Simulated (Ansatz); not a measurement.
AlBO3 (R-3c, No. 167, 10 atoms in the cell; start mp-8110), treated with G0W0@PBEsol (Ansatz, a first-principles code, hard PAW, contour deformation).

The cell is the one relaxed with PBEsol. Conventional cell: a = 4.4759 Å, b = 4.4759 Å, c = 13.7373 Å, α = 90.00°, β = 90.00°, γ = 120.00°.

One run with a 4×4×4 mesh, response cutoff 150 eV and 609 empty bands, not extrapolated in mesh or basis; no spin–orbit coupling.

Some levels at Γ in eV, each set counted from its highest filled level:

```
row  degeneracy  PBEsol  quasiparticle
---  ----------  ------  -------------
1             1   -6.68              …
2             2   -6.55              …
3             2   -5.64              …
4             1   -4.02              …
5             1   -3.66              …
6             2   -2.20          -2.33
7             2   -2.19          -2.31
8             2   -1.11          -1.21
9             1   -0.84          -0.90
10            2    0.00           0.00
11            1    6.04              …
12    1 or more    6.35              …
```

Complete the blanks.


- 1, quasiparticle: -7.20
- 2, quasiparticle: -6.91
- 3, quasiparticle: -5.95
- 4, quasiparticle: -4.36
- 5, quasiparticle: -3.92
- 11, quasiparticle: 8.86
- 12, quasiparticle: 9.11

Levels within 5 meV count as one row.

A start named mp-… is a Materials Project structure, which need not be a measured phase.
